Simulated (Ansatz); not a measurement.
Output of an Ansatz run (abridged):

```
WARN ansatz: RAYON_NUM_THREADS=1 ignored (pool sized by the plan → 1); use --threads N
Pseudopotentials: kind: paw
Pseudopotential: Zn, paw, valence charge 12
Pseudopotential: Mo, paw, valence charge 14
Crystal: 8 atoms, lattice volume = 116.200 Å³
Basis set: ecut = 420 eV, 2229 PW (Γ), exchange–correlation on 80×80×80 points (8 copies of the dense FFT grid, shifted against one another)
Bands: 59, of which v1, the nominal top of the filled ones, is band 49 counted from 1 (48 counted from 0)
Symmetry: 8 space group operations
Space group: I4mm (ITA 107), of the structure as read, at distance tolerance 4.9e-5 Å
k-points: 30 of 216 (time reversal used)
PAW frozen core: Zn, regenerated for the run's functional, and the local potential with it
PAW frozen core: Mo, regenerated for the run's functional, and the local potential with it
Initial density: superposition of atomic densities (neutral atoms: chi_scale 0, normalization atom), corrected by the library's trained network
Initial wavefunctions: pseudopotential atomic-orbital guess
Eigensolver: davidson
Functional: x = pbesol(κ = 0.804, μ = 0.12345679012345678), c = pbesol(β = 0.046)
SCF iter   1: F=—  HF=-27863.952651 eV  |F-HF|=—  |Δ(HF+E_count)|=         —  Δρ=9.43e-3  dr2=1.59e-1  ethr=1.77e-3  ⟨swp⟩=8.6  Hψ=7649  notcnv=0  defer=5
all-band conjugate gradients solve this SCF's bands
preconditioner: auto → Kerker (q_TF=auto, 2.652 Å⁻¹)
SCF iter   2: F=—  HF=-27863.933866 eV  |F-HF|=—  |Δ(HF+E_count)|=   1.88e-2  Δρ=4.20e-3  dr2=4.98e-2  ethr=1.62e-4  ⟨swp⟩=2.1  Hψ=3176  notcnv=0  defer=9
SCF iter   3: F=—  HF=-27863.928170 eV  |F-HF|=—  |Δ(HF+E_count)|=   5.70e-3  Δρ=2.00e-3  dr2=4.39e-3  ethr=5.08e-5  ⟨swp⟩=1.9  Hψ=1792  notcnv=0  defer=9
SCF iter   4: F=—  HF=-27863.926722 eV  |F-HF|=—  |Δ(HF+E_count)|=   1.45e-3  Δρ=4.54e-4  dr2=3.03e-4  ethr=4.48e-6  ⟨swp⟩=2.0  Hψ=3040  notcnv=0  defer=9
SCF iter   5: F=—  HF=-27863.926673 eV  |F-HF|=—  |Δ(HF+E_count)|=   4.92e-5  Δρ=1.51e-4  dr2=6.48e-5  ethr=3.10e-7  ⟨swp⟩=2.0  Hψ=3182  notcnv=0  defer=9
SCF iter   6: F=—  HF=-27863.926667 eV  |F-HF|=—  |Δ(HF+E_count)|=   6.10e-6  Δρ=1.14e-4  dr2=8.92e-6  ethr=6.61e-8  ⟨swp⟩=2.0  Hψ=3063  notcnv=0  defer=9
SCF iter   7: F=—  HF=-27863.926661 eV  |F-HF|=—  |Δ(HF+E_count)|=   5.42e-6  Δρ=3.74e-5  dr2=3.44e-6  ethr=9.10e-9  ⟨swp⟩=2.0  Hψ=3072  notcnv=0  defer=9
SCF iter   8: F=—  HF=-27863.926661 eV  |F-HF|=—  |Δ(HF+E_count)|=   3.24e-7  Δρ=1.10e-5  dr2=1.28e-7  ethr=3.51e-9  ⟨swp⟩=2.0  Hψ=1835  notcnv=0  defer=9
SCF iter   9: F=-27863.926661 eV  HF=-27863.926661 eV  |F-HF|=3.27e-10  |Δ(HF+E_count)|=   3.42e-8  Δρ=1.74e-6  dr2=3.45e-9  ethr=1.02e-10  ⟨swp⟩=8.8  Hψ=7685  notcnv=0
SCF 1 converged in 9 iterations: F = -27863.926661 eV  dr2 = 3.45e-9
SCF converged after 9 iterations
Free energy (F): -27863.926661 eV
Harris-Foulkes:  -27863.926661 eV  (|F-HF|=3.27e-10)
Internal energy: -27863.851910 eV  (E = F + TS)
E sigma→0 (E₀):  -27863.889285 eV
Entropy (-TS):   -0.074751 eV (-9.344 meV/atom)
Fermi energy:    12.649091 eV
--- Per-component energies (eV) ---
  E_band       = 332.328013
  E_kinetic    = 1361.619086
  E_local      = -11262.443890  (includes V_loc(G=0)·N_el)
  E_nonlocal   = 4424.504252
  E_hartree    = 4643.428871
  E_xc         = -1138.839419
  E_vxc        = -604.337449  (∫ρ·V_xc dr)
  E_paw        = -15654.003747  (= ΣΔE_a)
  E_vpaw       = -2873.867760  (= ΣTr[D̂ρ^β])
  E_aug_tail   = -0.002338  (compensation charges beyond the density's cutoff)
  E_ewald      = -10243.905508
  E_core_change = 5.790784  (= ΣΔE_core)
  E_smearing   = -0.074751  (= −TS)
  E_closure    = -0.000000  (closes the sum)
  Σ components = -27863.926661   (vs F -27863.926661, Δ=0.00e0)
--- Forces (eV/Å), atoms counted from 1 ---
  atom   1  Zn     0.00000000     0.00000000    -0.01356662
  atom   2  Zn     0.00000000    -0.00000000    -0.01356662
  atom   3  Zn     0.00000000    -0.07400072     0.04583703
  atom   4  Zn     0.00000000     0.07400072     0.04583703
  atom   5  Zn    -0.07400072    -0.00000000     0.04583703
  atom   6  Zn     0.07400072    -0.00000000     0.04583703
  atom   7  Zn     0.00000000     0.00000000    -0.14278123
  atom   8  Mo    -0.00000000     0.00000000    -0.01343440
  max |Σ_I F_I| component: 7.71e-7 eV/Å
--- Stress (GPa, compression-positive) ---
       -3.314822       0.000000       0.000000
        0.000000      -3.314822       0.000000
        0.000000      -0.000000      -3.319851
  P = ⅓ Tr σ = -3.3165 GPa (-33.165 kbar)
  The stress holds the Pulay correction. Without it, at fixed plane waves, as pw.x and ABINIT print it: P = -3.4123 GPa
--- Band table (eV; the first three rows and the last of 30) ---
  k-point 0: bands = ["-47.7780", "-21.9057", "-21.9057", "-21.9057", "2.4090", "4.3527", "4.3528", "4.3528", "4.4403", "4.4855", "4.4860", "4.7245", "4.7246", "4.7246", "4.7391", "5.1460", "5.1460", "5.1479", "5.2937", "5.2937", "5.2942", "5.3305", [...]
  k-point 1: bands = ["-47.7780", "-21.9065", "-21.9059", "-21.9059", "2.6276", "4.3801", "4.4102", "4.4103", "4.4974", "4.5389", "4.5393", "4.7522", "4.7829", "4.7830", "4.7931", "5.1226", "5.1725", "5.1739", "5.2795", "5.2798", "5.3397", "5.3451", [...]
  k-point 2: bands = ["-47.7779", "-21.9082", "-21.9064", "-21.9063", "3.2438", "4.4016", "4.5235", "4.5239", "4.6574", "4.6985", "4.6992", "4.8246", "4.9170", "4.9248", "4.9250", "5.0870", "5.2209", "5.2221", "5.2489", "5.2495", "5.3397", "5.4080", [...]
  k-point 29: bands = ["-47.7779", "-21.9091", "-21.9074", "-21.9074", "4.4225", "4.4856", "4.6886", "4.8293", "4.8815", "4.8815", "4.8890", "4.9326", "5.0054", "5.0054", "5.1399", "5.1645", "5.1861", "5.1861", "5.2213", "5.2956", "5.2995", [...]
```

The structure:

```
CELL_PARAMETERS angstrom
      0.00000     3.87310     3.87310
      3.87310     0.00000     3.87310
      3.87310     3.87310     0.00000
ATOMIC_POSITIONS crystal
  Zn 0.00000 0.00000 0.50000
  Zn 0.50000 0.50000 0.00000
  Zn 0.50000 0.00000 0.00000
  Zn 0.00000 0.50000 0.50000
  Zn 0.00000 0.50000 0.00000
  Zn 0.50000 0.00000 0.50000
  Zn 0.50645 0.50645 0.49355
  Mo 0.00000 0.00000 0.00000
```

Q: What input produced this log?

A: Other spellings and defaults could give the same log, and not every line can be read from it. The input that was run (DFT, PBEsol, plane waves, default PAW files made with PBE):

Ansatz 0.2 input:
```yaml
crystal:
  lattice:
    - [0.000000, 3.873099, 3.873099]
    - [3.873099, 0.000000, 3.873099]
    - [3.873099, 3.873099, 0.000000]
  atoms:
    - { symbol: Zn, position: [0.000000, 0.000000, 0.500000] }
    - { symbol: Zn, position: [0.500000, 0.500000, 0.000000] }
    - { symbol: Zn, position: [0.500000, 0.000000, 0.000000] }
    - { symbol: Zn, position: [0.000000, 0.500000, 0.500000] }
    - { symbol: Zn, position: [0.000000, 0.500000, 0.000000] }
    - { symbol: Zn, position: [0.500000, 0.000000, 0.500000] }
    - { symbol: Zn, position: [0.506455, 0.506455, 0.493545] }
    - { symbol: Mo, position: [0.000000, 0.000000, 0.000000] }
basis:
  ecutwfc: 420.0 eV
kpoints:
  mp_grid: { grid: [6, 6, 6] }
hamiltonian:
  xc: pbesol
  pseudopotentials: { kind: paw }
scf:
  occupations: { method: fermi_dirac, width: 0.1 eV }
output:
  forces: true
  eigenvalues: true
  stress: true
```

The starting cell comes from a database of computed structures (which also holds hypothetical and non-ambient phases and stackings), without a prior relaxation at this level. Its lattice was rescaled by up to half a per cent. One atom was moved a little off its site on purpose. Spin polarisation is off. With a pressure of about -3 GPa the cell is away from its equilibrium volume at this level. Ansatz's pressure includes its estimate of the finite-basis (Pulay) stress.

Ansatz is a quantum-chemistry and plane-wave program.
